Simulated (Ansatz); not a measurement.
Formation energy of the bound charge states of Nb on the Si site in metastable 2H silicon carbide (start: the Si site; 96-site cell, 2×2×2 shifted sampling) against the Fermi level, Si-rich (Δμ(Si) = 0.00 eV, Δμ(Nb) = -1.10 eV, bounded by Nb5Si3 (I4/mcm); only phases computed here count, gases as isolated molecules at 0 K). Level of theory: PBE, PAW (plane waves to 420 eV; Ansatz, a quantum-chemistry and plane-wave program).

Set-up: 96-site cell; 2×2×2 shifted k-points; host gap 2.31 eV; charged states image-corrected; energies good to tenths of an eV; flagged in the runs: a host whose relaxation on this sampling wasn't shown to rest.

Left out: charge +2 (carrier in host band states).

```
E_F − E_VBM (eV)  q = +1  q = 0  q = −1
----------------  ------  -----  ------
0.00                2.82   4.35    6.47
0.29                3.11   4.35    6.18
0.58                3.40   4.35    5.89
0.87                3.68   4.35    5.60
1.15                3.97   4.35    5.31
1.44                4.26   4.35    5.02
1.73                4.55   4.35    4.74
2.02                4.84   4.35    4.45
2.31                5.13   4.35    4.16
```

Crossings of the lowest lines: (+1/0) at 1.53 eV; (0/−1) at 2.12 eV.
